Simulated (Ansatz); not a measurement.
```
AlP
1.0
    0.00000     2.71462     2.79729
    2.71462     0.00000     2.79729
    2.71462     2.71462     0.00000
Al P
1 1
Direct
  0.00000   0.00000   0.00000
  0.75000   0.75000   0.75000
```

Level of theory: PBEsol with spin-orbit coupling, rigid bands (plane waves, PAW; Ansatz, a program for electronic structure). Condition of this run: uniaxial stress zz = -2 GPa (compression positive) (the target of the relaxation). Cell: cell and atoms relaxed with PBEsol, then loaded as said.

Task: What conductivity effective mass do dilute electrons have at 300 K?

Result: 0.39 (x), 0.39 (y), 0.27 (z) mₑ.

Task: What conductivity effective mass do dilute holes have at 300 K?

Result: 0.52 (x), 0.52 (y), 0.71 (z) mₑ.

Task: And the band gap?

Result: 1.35 eV at this level; semilocal functionals usually fall short of the measured gap.

Rigid bands, one relaxation time for all states, no polarons.
